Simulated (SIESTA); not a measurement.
# A short convergence ladder for VIr3 (Pm-3m, 4 atoms in the cell)

```yaml
crystal:
  lattice:
    - [3.79774, 0.00000, 0.00000]
    - [0.00000, 3.79774, 0.00000]
    - [0.00000, 0.00000, 3.79774]
  atoms:
    - { symbol: V, position: [0.00000, 0.00000, 0.00000] }
    - { symbol: Ir, position: [0.50000, 0.50000, 0.00000] }
    - { symbol: Ir, position: [0.00000, 0.50000, 0.50000] }
    - { symbol: Ir, position: [0.50000, 0.00000, 0.50000] }
```

Base method: LDA PW92, numerical atomic orbitals TZP, PseudoDojo LDA standard norm-conserving potentials (rewritten from UPF to PSML) in SIESTA 5.4.2.

Base settings: XC.functional = LDA; XC.authors = PW92; potentials = PseudoDojo LDA standard; PAO.BasisSize = TZP; PAO.EnergyShift = 0.005 Ry; MeshCutoff = 300 Ry; kgrid.MonkhorstPack = 4 4 4; OccupationFunction = MP; OccupationMPOrder = 0; ElectronicTemperature = 1160.45 K.

Core times come from one kind of shared machine, to one figure; runs under 30 s give none.

**The force threshold of a relaxation**

On VIr₃ (P4mm, 4 atoms in the cell): one atom moved by 0.15 angstrom.

In this ladder: MD.TypeOfRun = CG; MD.Steps = 40.

The mesh stays at the base's, so the ladder's end is converged at best in this setting alone.

Only quantities that move along the ladder and can be compared are tabulated.

```csv
MD.MaxForceTol,free energy less the last step's (meV/atom),largest force left (eV/Å),relaxation steps,core time / last (rough)
0.2 eV/Ang,0.11,0.0350,6,0.4
0.1 eV/Ang,0.11,0.0350,6,0.3
0.05 eV/Ang,0.11,0.0350,6,0.4
0.03 eV/Ang,0.08,0.0205,8,0.4
0.02 eV/Ang,0.05,0.0161,11,0.4
0.01 eV/Ang,0.00,0.0046,28,1
0.005 eV/Ang,0.00,0.0046,28,1.0
0.001 eV/Ang,0.00,0.0010,29,1
```

Coarsest MD.MaxForceTol that holds the largest force left within 0.01 eV/Å of the last step, with all finer ones: 0.01 eV/Ang; the step before is off by 0.015 eV/Å.

On the base run: the starting cell comes from a database of computed structures (which also holds hypothetical and non-ambient phases and stackings), without a prior relaxation at this level. Its lattice was rescaled by up to half a per cent. Spin polarisation is off. Values carry the incompleteness of an atom-centred basis. In the base run, with a pressure of about -8 GPa the cell is away from its equilibrium volume at this level. Without a gap this mesh is coarse (it stands for a supercell whose shortest vector is 15 Å).
